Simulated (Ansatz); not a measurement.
Consider the following.

```
CELL_PARAMETERS angstrom
      0.00000     2.85403     2.59994
      2.85403     0.00000     2.59994
      2.85403     2.85403     0.00000
ATOMIC_POSITIONS crystal
  Si 0.00000 0.00000 0.00000
  Si 0.25000 0.25000 0.25000
```

The numbers are results of r2SCAN with spin-orbit coupling, rigid bands (plane waves, PAW; Ansatz, a quantum-chemistry and plane-wave program), not measurements. Condition of this run: biaxial stress in (001) of -7.2 GPa (compression positive) (the target of the relaxation). Cell: cell and atoms relaxed with PBEsol, then loaded as said.

Problem. Is this a good metal at this level?

Solution. No. No gap is resolved, and few carriers conduct, as in a semimetal or a zero-gap semiconductor. N(E_F) = 0.029 states/eV a cell at 300 K and the Drude plasma energy along the best axis is 0.44 eV, several times under that of a simple or noble metal.
